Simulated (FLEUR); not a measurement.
How far to go with the k-point mesh at a smearing width of 0.05 eV: Sr (Fm-3m, 1 atom in the cell)

```
Sr
1.0
    0.00000     3.03088     3.03088
    3.03088     0.00000     3.03088
    3.03088     3.03088     0.00000
Sr
1
Direct
  0.00000   0.00000   0.00000
```

Level of theory: PBE, all-electron FLAPW (FLEUR), scalar-relativistic valence in FLEUR.

Base settings: Kmax = 3.8 1/bohr; GmaxXC = 15.2 1/bohr; xcFunctional = pbe; jspins = 1; l_soc = F; mode = hist; fermiSmearingEnergy = 0.00367493 Htr; mesh (inpgen div1-3) = 4 4 4; inpgen gamma flag = true; Gmax = 15.2 1/bohr.

In this ladder: fermiSmearingEnergy = 0.00183747 Htr. Moved along: kpt_gamma.

The second cell is the first with its lattice scaled by 0.98.

Only quantities that move along the ladder and can be compared are tabulated.

The starting cell has typed, rounded lattice constants, without a prior relaxation at this level. Its lattice was rescaled by up to half a per cent. Values depend on the basis (sphere radii, cutoffs, local orbitals), which need not be converged.

Steps (kpt_div): 3 3 3; 4 4 4; 5 5 5; 6 6 6; 7 7 7; 9 9 9; 10 10 10; 13 13 13; 15 15 15; 18 18 18; 22 22 22.

Task: What is the coarsest kpt_div that holds the energy of the compressed cell less the first within 1 meV/atom of the last step, with all finer ones?

Result: 6 6 6; the step before is off by 2.2 meV/atom.

Task: What is the coarsest kpt_div that holds the free energy within 0.5 meV/atom of the last step, with all finer ones?

Result: 10 10 10; the step before is off by 2.8 meV/atom.

```tsv
kpt_div	free energy less the last step's (meV/atom)	energy of the compressed cell less the first (meV/atom)
3 3 3	94.74	19.23
4 4 4	-40.58	6.79
5 5 5	-9.94	1.49
6 6 6	20.68	4.23
7 7 7	-2.97	4.04
9 9 9	2.83	3.63
10 10 10	0.07	3.74
13 13 13	0.03	3.68
15 15 15	0.15	3.66
18 18 18	0.00	3.67
22 22 22	0.00	3.66
```

The energy difference between the two cells stays within 1 meV/atom of the last step's from 6 6 6 on, the total only from 10 10 10 on: much of the error is common to both cells and cancels.
